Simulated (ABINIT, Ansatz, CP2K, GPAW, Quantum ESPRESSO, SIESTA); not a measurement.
**YAl3 (Pm-3m, 4 atoms in the cell) computed with different codes at matched settings**

Relaxation of cell and atoms.

```yaml
crystal:
  lattice:
    - [4.20441, 0.00000, 0.00000]
    - [0.00000, 4.20441, 0.00000]
    - [0.00000, 0.00000, 4.20441]
  atoms:
    - { symbol: Y, position: [0.00000, 0.00000, 0.00000] }
    - { symbol: Al, position: [0.00000, 0.50000, 0.50000] }
    - { symbol: Al, position: [0.50000, 0.00000, 0.50000] }
    - { symbol: Al, position: [0.50000, 0.50000, 0.00000] }
```

Shared settings, as Ansatz (a quantum-chemistry and plane-wave program) writes them: kpoints.mp_grid.grid = 6 6 6; scf.occupations.method = fermi_dirac; scf.occupations.width = 0.1 eV. Potentials and cutoffs stand in the table.

```json
[
 {"code": "ABINIT", "model": "LDA (PW92), norm-conserving pseudopotentials (PseudoDojo nc-sr-04 LDA standard)", "final volume (Å³/atom)": "18.30", "cutoff": "36 Ha"},
 {"code": "Ansatz", "model": "LDA (PW92), PAW files made with PBE", "final volume (Å³/atom)": "18.34", "cutoff": "default"},
 {"code": "GPAW", "model": "LDA (Perdew-Wang 92), GPAW PAW datasets LDA (gpaw-data 1.0.1)", "final volume (Å³/atom)": "18.33", "cutoff": "550 eV"},
 {"code": "Quantum ESPRESSO", "model": "LDA (PZ), PSlibrary PAW (LDA) pseudopotentials", "final volume (Å³/atom)": "18.32", "cutoff": "45 Ry"},
 {"code": "SIESTA", "model": "LDA PW92, numerical atomic orbitals TZP, PseudoDojo LDA standard norm-conserving potentials (rewritten from UPF to PSML)", "final volume (Å³/atom)": "18.11", "cutoff": "grid 400 Ry"},
 {"code": "CP2K", "model": "LDA (Pade form), GPW, DZVP-MOLOPT-SR-GTH basis, GTH-PADE potentials (GTH_POTENTIALS)", "final volume (Å³/atom)": "18.21", "cutoff": "grid 500 Ry"}
]
```

The spread over the programs that give each value: final volume within 0.23 Å³/atom.

SIESTA and CP2K use small atom-centred bases, whose incompleteness enters pressures, forces and empty levels differently from a plane-wave cutoff. The same LDA comes in different parametrisations, which differ slightly. The programs treat the finite-basis stress differently while the cell relaxes: Ansatz adds an estimate of it, ABINIT smooths its cutoff (ecutsm).

The starting cell comes from a database of computed structures (which also holds hypothetical and non-ambient phases and stackings), without a prior relaxation at this level. Its lattice was rescaled by a random factor within 2.5 % of one.

Keys are those of Ansatz 0.2.
